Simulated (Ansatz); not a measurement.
A relaxation of cell and atoms of GeRh (Pnma, 8 atoms in the cell) with Ansatz (a first-principles code).

Method: LDA (PW92), default PAW files made with PBE (plane waves; Ansatz).

The change in words: atoms on their sites; basis.ecutwfc: 420 eV → 210 eV; relax: default → cell and atoms. Reference geometry:
```
GeRh
1.0
    5.64434     0.00000     0.00000
    0.00000     3.27744     0.00000
    0.00000     0.00000     6.42521
Ge Rh
4 4
Direct
  0.80826   0.75000   0.44421
  0.19174   0.25000   0.56357
  0.69174   0.25000   0.93643
  0.30826   0.75000   0.06357
  0.99544   0.75000   0.79662
  0.00456   0.25000   0.20338
  0.50456   0.25000   0.29662
  0.49544   0.75000   0.70338
```

Reference input (self-consistent single point, DFT, LDA (PW92), plane waves, default PAW files made with PBE): basis.ecutwfc = 420 eV; kpoints.mp_grid.grid = 2 5 2; hamiltonian.xc = lda; hamiltonian.pseudopotentials = {kind: paw} (the program's default PAW files); scf.occupations.method = gaussian; scf.occupations.width = 0.1 eV. This run's input differs from it in these lines:

Ansatz 0.2 input:
```diff
@@ -7,3 +7,3 @@
   atoms:
-    - { symbol: Ge, position_ang: [4.562091, 2.458080, 2.854156] }
+    - { symbol: Ge, position_ang: [4.562091, 2.458080, 2.804155] }
     - { symbol: Ge, position_ang: [1.082245, 0.819360, 3.621057] }
@@ -16,3 +16,3 @@
 basis:
-  ecutwfc: 420.0
+  ecutwfc: 210.0
 kpoints:
@@ -24,2 +24,4 @@
   occupations: { method: gaussian, width: 0.1 }
+relax:
+  cell: {}
 output:
```

Log, with long lists cut:

```
   [... SCF lines of the steps left out ...]
relax step   1: F+E_penalty+E_count = -41930.27410281 eV  Δ(F+E_penalty+E_count) = +0.000e0 eV  max|allowed force component| = 2.004e-1 eV/Å  Δτ_max = 0.0000 Å  P = -8.623 GPa  Ω = 118.860 Å³  (9 SCF iters, dr2 threshold 1.00e-7 eV, accepted)
relax step   2: F+E_penalty+E_count = -41944.41656644 eV  Δ(F+E_penalty+E_count) = -1.414e1 eV  max|allowed force component| = 1.687e-1 eV/Å  Δτ_max = 0.0316 Å  P = +94.114 GPa  Ω = 111.461 Å³  energy of the carried Pulay correction = +1.699e1 eV  [...]
   [... lines left out ...]
relax step 119: F+E_penalty+E_count = -41930.41870520 eV  Δ(F+E_penalty+E_count) = -6.184e-3 eV  max|allowed force component| = 2.272e-3 eV/Å  Δτ_max = 0.0012 Å  P = -0.001 GPa  Ω = 115.052 Å³  energy of the carried Pulay correction = +5.809e-3 eV  [...]
relax step 120: F+E_penalty+E_count = -41930.40909672 eV  Δ(F+E_penalty+E_count) = +9.608e-3 eV  max|allowed force component| = 9.508e-3 eV/Å  Δτ_max = 0.0000 Å  P = -0.126 GPa  Ω = 115.052 Å³  stress off target by 1.16e0 GPa  SCF on the basis [...]
basis re-selected at this cell: Δ(F+E_penalty+E_count) = +9.608e-3 eV, ΔP = -0.125 GPa vs the last step
   [... lines left out ...]
Free energy (F): -41930.409097 eV
Fermi energy:    17.698829 eV
Error: variable-cell relaxation did not converge after 120 `relax_step` rows, as none of its last 25 fresh-basis SCF(s) at a relaxed cell met both thresholds with a finite energy. The last misses `relax.cell.stress_tol`: largest allowed force component 9.51e-3 eV/Å (`relax.f_tol` 1.00e-2 eV/Å), stress off the target on the free part of the cell 1.16e0 GPa (`relax.cell.stress_tol` 5.00e-2 GPa), F+E_penalty+E_count -41930.40909672 eV. The closest is row 88, whose structure comes with this error. Larger ratio of force or stress to its threshold at each such SCF whose figures are numbers: 127.126, 113.270, 94.281, 81.643, 56.628, 59.742, 69.125, 62.804, 59.565, 58.997, 38.388, 37.281, [...]
   [... lines left out ...]
to start a new deck from the relaxed geometry:
  cell:  # Å, volume = 115.3040 Å³
    - [5.63754524245014, 0.0, 0.0]
    - [0.0, 3.255075823202454, 0.0]
    - [0.0, 0.0, 6.283380392068652]
  atoms:
    - { symbol: Ge, position: [0.8027000287692755, 0.7499999999999999, 0.4337587689445809] }
    - { symbol: Ge, position: [0.19729997123072454, 0.25, 0.566241231055419] }
    - { symbol: Ge, position: [0.6972999712307244, 0.25, 0.9337587689445809] }
    - { symbol: Ge, position: [0.3027000287692755, 0.7499999999999999, 0.06624123105541893] }
    - { symbol: Rh, position: [0.9902644306137109, 0.7499999999999999, 0.7939617942292179] }
    - { symbol: Rh, position: [0.009735569386289167, 0.25, 0.20603820577078236] }
    - { symbol: Rh, position: [0.5097355693862891, 0.25, 0.29396179422921753] }
    - { symbol: Rh, position: [0.49026443061371094, 0.7499999999999999, 0.7060382057707818] }
```

The relaxation ended unconverged.  The full log also holds: “iter 4 did not close the SCF: its close was put off for the readings that it lacked (scf_convergence_deferred on its scf_iter line)”. The full log also holds: “iter 5 did not close the SCF: its close was put off for the readings that it lacked (scf_convergence_deferred on its scf_iter line)”.

The starting cell comes from a database of computed structures (which also holds hypothetical and non-ambient phases and stackings), without a prior relaxation at this level. Its lattice was rescaled by up to half a per cent. The cutoff lies below the one recommended for these files.

Cost on one core of a shared machine: roughly 5 min.
